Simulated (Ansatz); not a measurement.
A calculation on fluorite AuAl₂ returned lattice constant a 6.014 Å, bulk modulus 114 GPa, cohesive energy 3.72 eV/atom, formation enthalpy -0.459 eV/atom.

**Question.** Which level of theory produced these numbers?
(A) r²SCAN+rVV10 (Ansatz, a first-principles code)
(B) r²SCANh (Ansatz)
(C) HSE06 (Ansatz)
(D) r²SCAN-D4 (Ansatz)

**Answer.** C, HSE06 (Ansatz)

The others give: r²SCAN+rVV10 5.996 Å, 121 GPa, 4.22 eV/atom, -0.457 eV/atom; r²SCANh 5.997 Å, 122 GPa, 3.97 eV/atom, -0.505 eV/atom; r²SCAN-D4 5.992 Å, 121 GPa, 4.16 eV/atom, -0.466 eV/atom.

Unless a cell is named, each level is at its own relaxed cell (HSE06 18.12, r²SCAN-D4 17.93, r²SCAN+rVV10 17.96, r²SCANh 17.97 Å³/atom).

Caveats: exact exchange on metals is sensitive to the k mesh and can open a false gap (HSE06); the run warned that the count of filled bands differs between k points (HSE06). Ansatz's density-functional and Hartree–Fock values are scalar-relativistic unless marked +SOC, with PAW data made under PBE.
